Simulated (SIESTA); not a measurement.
Band structure of AlFe (Pm-3m, 2 atoms in the cell).

```yaml
crystal:
  lattice:
    - [2.80254, 0.00000, 0.00000]
    - [0.00000, 2.80254, 0.00000]
    - [0.00000, 0.00000, 2.80254]
  atoms:
    - { symbol: Al, position: [0.00000, 0.00000, 0.00000] }
    - { symbol: Fe, position: [0.50000, 0.50000, 0.50000], spin: 4.0 }
```
(The spins are starting values, not results.)

Method: GGA PBE, numerical atomic orbitals DZP, PseudoDojo PBE standard norm-conserving potentials (rewritten from UPF to PSML) (SIESTA 5.4.2).

Settings: XC.functional = GGA; XC.authors = PBE; potentials = PseudoDojo PBE standard; PAO.BasisSize = DZP; PAO.EnergyShift = 0.01 Ry; MeshCutoff = 350 Ry; kgrid.MonkhorstPack = 12 12 12; OccupationFunction = FD; ElectronicTemperature = 1160.45 K; Spin = polarized; DM.InitSpin = [1 +0.00, 2 +4.00]; MaxSCFIterations = 150; SCF.Mixer.Method = Pulay; SCF.Mixer.Weight = 0.1.

The starting cell comes from a database of computed structures (which also holds hypothetical and non-ambient phases and stackings), without a prior relaxation at this level. Its lattice was rescaled by a random factor within 2.5 % of one. The moments shrank to a small part of their start, a low-spin state that need not be the lowest. Values carry the incompleteness of an atom-centred basis.

Levels in eV from the Fermi level, bands 7 to 12 of the first spin channel:
| point | 7 | 8 | 9 | 10 | 11 | 12 |
|---|---|---|---|---|---|---|
| Γ | -2.85 | -0.39 | -0.39 | -0.39 | 6.93 | 6.93 |
| X | -2.06 | -1.44 | -1.44 | -0.25 | 1.01 | 9.00 |
| M | -2.26 | -2.26 | -1.21 | -1.21 | 0.49 | 3.55 |
| R | -3.96 | 0.54 | 0.54 | 3.01 | 3.01 | 3.01 |

Bands cross the Fermi level along this path, so the cell is metallic at this level.

Higher empty bands are left out: an atom-centred basis made for the valence describes them poorly.

The net moment of the cell came out as 0.68 μB.
